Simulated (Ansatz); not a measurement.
## MgS: energy against strain

MgS (rock salt, Fm-3m, 17.394 Å³/atom at rest) under an equal strain ε in the (111) plane with the normal axis free, as in a coherent film. PBEsol in Ansatz, a plane-wave DFT program (PAW, default set), 420 eV, 11×11×11 Γ-centred mesh, Fermi-Dirac smearing 0.05 eV; ions are relaxed within the symmetry of each cell.

Here s stands for strain and y for E less E0.

| strain (%) | E less E0 (meV/atom) |
|---|---|
| -1.25 | 2.94 |
| -0.83 | 1.28 |
| -0.42 | 0.33 |
| 0.00 | 0.00 |
| 0.42 | 0.32 |
| 0.83 | 1.24 |
| 1.25 | 2.79 |
| 2.50 | ? |

Taking a parabola for y over the 7 complete rows: Least squares gives y = 0.000 - 0.0463·s + 1.8330·s². Residuals (row less fit): 0.018, -0.021, -0.013, 0.000, 0.016, 0.016, -0.016; standard error 0.021 (degrees of freedom: 4). Twice the quadratic coefficient over the volume, 2 × 1.8330 meV × 10⁴ × 0.1602 / 17.394 Å³, is twice the biaxial elastic modulus of this plane = 338 ± 2 GPa.

Q: Estimate the missing y (s = 2.50); what did the run itself give?

A: y = 0.000 - 0.0463 × 2.50 + 1.8330 × 2.50² = 11.341 meV/atom. The calculation gives 10.86 meV/atom, 0.481 meV/atom below the prediction (4.4 % of the range of y in the table). The row lies outside the fitted rows, so this is an extrapolation. From the scatter of the fitted rows alone, a prediction at this place has a standard error of 0.079 meV/atom, so the miss is 6.1 times that.

One order more, fitted to all 13 runs of the series, follows each within 0.01, so the miss is the next term of a smooth law. Rows are the converged runs of the series near zero and its far end; series whose fitted rows scatter by over a few per cent of the range, as at a crossing or softening among them, aren't shown in this form. Most that stay on the fit to the last digits aren't either.
